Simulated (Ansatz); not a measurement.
Re, response to strain

The parent structure is Re in the hcp (Mg type) structure (space group P6_3/mmc, No. 194; a = 2.752 Å, c = 4.440 Å; relaxed with 0.1 eV smearing). Axes: x lies along a and z along c of the hexagonal cell.

Strains are applied to the cell and any free atomic positions relax.

Calculations: PBEsol, PAW, 420 eV (Ansatz, a program for electronic structure; no spin-orbit coupling).

Notes on the quantities. energy relative to the base: free energy F; pressure: mean of the normal stresses, compression positive.

```
change                          energy relative to the base  shortest interatomic distance   pressure
------------------------------  ---------------------------  -----------------------------  ---------
base                                             0 meV/atom                        2.730 Å    0.0 GPa
uniaxial strain ε_xx = −3.00 %                 +29 meV/atom                        2.669 Å   13.0 GPa
uniaxial strain ε_xx = −2.50 %                 +20 meV/atom                        2.683 Å   10.6 GPa
uniaxial strain ε_xx = −2.00 %                 +12 meV/atom                        2.697 Å    8.3 GPa
uniaxial strain ε_xx = −1.50 %                +6.9 meV/atom                        2.711 Å    6.2 GPa
uniaxial strain ε_xx = −0.50 %                +0.7 meV/atom                        2.728 Å    2.0 GPa
uniaxial strain ε_xx = +1.00 %                +2.8 meV/atom                        2.735 Å   -3.8 GPa
uniaxial strain ε_xx = +1.50 %                +6.2 meV/atom                        2.737 Å   -5.6 GPa
uniaxial strain ε_xx = +2.50 %                 +17 meV/atom                        2.742 Å   -8.9 GPa
uniaxial strain ε_xx = +3.00 %                 +24 meV/atom                        2.744 Å  -10.6 GPa
```

Whether these cells are dynamically stable was not tested. All final runs are without spin polarisation.
